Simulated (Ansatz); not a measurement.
The parent structure is CaO in the rock salt structure (space group Fm-3m, No. 225).

Space group Fm-3m (No. 225); a = 4.7671 Å, b = 4.7671 Å, c = 4.7671 Å, α = 90.00°, β = 90.00°, γ = 90.00°

| atom | site | symmetry | x | y | z |
|---|---|---|---|---|---|
| Ca | 4a | m-3m | 0.0000 | 0.0000 | 0.0000 |
| O | 4b | m-3m | 0.5000 | 0.5000 | 0.5000 |
(The calculation used a cell of 2 atoms; values per cell refer to that cell.)

Method: Kohn–Sham DFT with the PBEsol functional, run in Ansatz (a program for electronic structure) with PAW and 420 eV plane waves, no spin-orbit coupling.

Before the change:

Band gap: 3.54 eV
Shortest interatomic distance: 238.4 pm

Now apply this change: a hydrostatic pressure of 5 GPa.

Question: Predict the new band gap and shortest interatomic distance.

Answer: The band gap decreases by 0.02 eV to 3.52 eV; the shortest interatomic distance drops by 3.13 pm, from 238.4 pm to 235.2 pm.

Load acts through the strain it causes; cell and atoms are relaxed under it. No phonon test of stability was made. No other phases were tried under pressure.
